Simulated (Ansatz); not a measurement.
For YN (rock salt, Fm-3m) at 575 K, quasi-harmonic lattice dynamics with Ansatz (an electronic-structure program), PBEsol functional, plane-wave PAW gives a volume expansion coefficient α_V = 33.10 × 10⁻⁶ K⁻¹, an isothermal bulk modulus B_T = 151.6 GPa, a molar volume V_m = 17.575 cm³/mol and C_V = 47.54 J/(mol K). The cell was generated from a structure type, relaxed within its symmetry, and need not be the phase found at ambient conditions. At this level the gap is small or closed, and a narrow smearing was used.

Question: Work out the Grüneisen parameter, C_P and the adiabatic bulk modulus.

Answer: γ = α_V B_T V_m / C_V = 1.86. C_P − C_V = α_V² B_T V_m T = 1.68 J/(mol K), so C_P = 49.22 J/(mol K). B_S = B_T C_P/C_V = B_T (1 + α_V γ T) = 157.0 GPa.
